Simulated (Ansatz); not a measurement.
Where the default PAW files enter, the runs use the earlier of Ansatz's two default sets.

Consider the following.

```
Si
1.0
    3.84928     0.00000     0.00000
   -1.92464     3.33357     0.00000
    1.92464     1.11119     3.14292
Si
2
Direct
  0.50000   0.75000   0.75000
  0.00000   0.00000   0.00000
```

Space group of this cell: Fd-3m, diamond. The cell is taken as given.

The current runs along the normal of the first two printed vectors, the (111) plane. All runs by Ansatz (a first-principles code), plane waves and PAW, without spin-orbit coupling; the base is r2SCAN.

```
run                                                      mean pressure (GPa)    gap (eV)  mid-gap κ (1/Å)
-------------------------------------------------------  -------------------  ----------  ---------------
base                                                                     0.0        0.77            0.092
all lengths scaled by 0.98                                               6.7        0.66            0.088
all lengths scaled by 1.02                                              -5.1  (withheld)       (withheld)
lda in place of r2scan                                                  -2.1        0.48            0.073
lengths across the current scaled by 0.98, ions clamped                  4.3        0.67            0.088
lengths across the current scaled by 1.02, ions clamped                 -3.5        0.81            0.098
lengths along the current scaled by 0.97, ions clamped                   3.3        0.66            0.097
lengths along the current scaled by 1.03, ions clamped                  -2.6        0.78            0.086
pbesol in place of r2scan                                               -0.5        0.48            0.073
```

### Question
Fill in the missing entries.

### Answer

- all lengths scaled by 1.02, gap (eV): 0.87
- all lengths scaled by 1.02, mid-gap κ (1/Å): 0.093
